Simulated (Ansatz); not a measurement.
Inside the gap of an insulator the Bloch states are evanescent, with a wavenumber k + iκ along the transport direction.

Input:

```
Ga2O3
1.0
    3.10852     0.00000     0.00000
    1.55426     6.26304     0.00000
    0.00000     1.41181     5.76336
Ga O
4 6
Direct
  0.34116   0.31768   0.68527
  0.65884   0.68232   0.31473
  0.90953   0.18094   0.20521
  0.09047   0.81906   0.79479
  0.50353   0.99294   0.74334
  0.49647   0.00706   0.25666
  0.82663   0.34674   0.43677
  0.17337   0.65326   0.56323
  0.16450   0.67100   0.10915
  0.83550   0.32900   0.89085
```

Space group of this cell: C2/m. The cell is strained (all lengths scaled by 1.02); by r2SCAN its mean pressure is -12.2 GPa.

Transport runs along the normal of the first two printed cell vectors.

No gap correction and no spin-orbit coupling; mid-gap values are interpolated between computed energies.

Q: Compute, with r2SCAN (Ansatz, a quantum-chemistry and plane-wave program), the band gap and the smallest decay constant κ at mid-gap.

A: Gap 2.41 eV on a 10×10×6 mesh; κ = 0.198 1/Å, at the zone centre.
